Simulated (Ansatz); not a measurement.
The starting structures come from a database of crystals and need not be the phases stable at ambient conditions.

By PBEsol, the system below comes out a metal.

A figure of merit of an interconnect metal is its ballistic conductance per area.

Given:

```yaml
crystal:
  lattice:
    - [3.64445, 0.00000, 0.00000]
    - [0.00000, 12.04348, 0.00000]
    - [1.82223, 0.00000, 3.15619]
  atoms:
    - { symbol: Ti, position: [0.33333, 0.88251, 0.33333] }
    - { symbol: Ti, position: [0.66667, 0.11749, 0.66667] }
    - { symbol: Ti, position: [0.66667, 0.38251, 0.66667] }
    - { symbol: Ti, position: [0.33333, 0.61749, 0.33333] }
    - { symbol: As, position: [0.00000, 0.00000, 0.00000] }
    - { symbol: As, position: [0.00000, 0.50000, 0.00000] }
    - { symbol: As, position: [0.33333, 0.25000, 0.33333] }
    - { symbol: As, position: [0.66667, 0.75000, 0.66667] }
```

Space group of this cell: P6_3/mmc. The cell is taken as given; by PBEsol its mean pressure is -3.9 GPa.

The current flows along the normal of the first two printed cell vectors, the (100) plane of the conventional cell. No spin-orbit coupling; the value is a mean over 0.1 eV about the Fermi level.

Problem. Compute, with Ansatz (a first-principles code) with PBEsol, the ballistic conductance per area.

Solution. 0.33 × 10¹⁵ S/m² for both spins.
